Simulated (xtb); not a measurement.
xtb 6.7.1, GFN2-xTB: Sn(Et)4 (C[CH2][Sn]([CH2]C)([CH2]C)[CH2]C), 29 atoms. The geometry is a generated start, not checked to be a minimum at this level.

| Property | Result |
|---|---|
| method | GFN2-xTB |
| --acc | 1 (default) |
| --etemp (K) | 300 (default) |
| detailed input (--input) | none: ANC optimiser, Lindh (1995) Hessian, microcycle=20, maxdispl=1.0, hlow=0.01 (default) |
| basis functions | 62 |
| valence electrons | 56 |

```xyz
29

C      0.5732     2.9112     0.3139
C      0.6297     1.8848    -0.8014
Sn     0.0964    -0.1908    -0.1513
C     -0.4306    -0.1623     2.0205
C     -1.1558    -1.4108     2.4836
C      1.8231    -1.5783    -0.4733
C      3.0898    -0.8846    -0.9350
C     -1.6621    -0.9390    -1.3102
C     -2.8071     0.0514    -1.4001
H     -0.4285     2.9818     0.7305
H      1.2598     2.6538     1.1166
H      0.8516     3.8924    -0.0698
H     -0.0497     2.1699    -1.6024
H      1.6327     1.8535    -1.2233
H     -1.0455     0.7161     2.2119
H      0.4941    -0.0423     2.5834
H     -2.1088    -1.5233     1.9714
H     -1.3519    -1.3544     3.5550
H     -0.5612    -2.3025     2.2946
H      2.0075    -2.0966     0.4656
H      1.5237    -2.3260    -1.2051
H      3.4076    -0.1312    -0.2182
H      3.8949    -1.6109    -1.0417
H      2.9403    -0.4009    -1.8967
H     -1.3185    -1.2025    -2.3087
H     -2.0009    -1.8564    -0.8318
H     -3.1788     0.3107    -0.4117
H     -2.4945     0.9663    -1.8968
H     -3.6304    -0.3789    -1.9697
```

The structure is relaxed from this start with --opt LEVEL for the levels crude, sloppy, loose, lax, normal, tight, vtight, extreme, once each. Up to the end of the extreme run atoms move by at most 1.9 Å along an axis.

Task: Which level is enough to come within 1 meV of the tightest end point?

Result: tight: 97 cycles against 122, ending 0.39 meV above.

| level | cycles | energy above the extreme run (meV) | gradient norm (eV/Å) |
|---|---|---|---|
| crude | 1 | 38 | 0.11 |
| sloppy | 1 | 38 | 0.11 |
| loose | 1 | 38 | 0.11 |
| lax | 1 | 38 | 0.11 |
| normal | 47 | 16 | 0.050 |
| tight | 97 | 0.39 | 0.015 |
| vtight | 122 | under 0.01 | 0.0015 |
| extreme | 122 | — | 0.0015 |
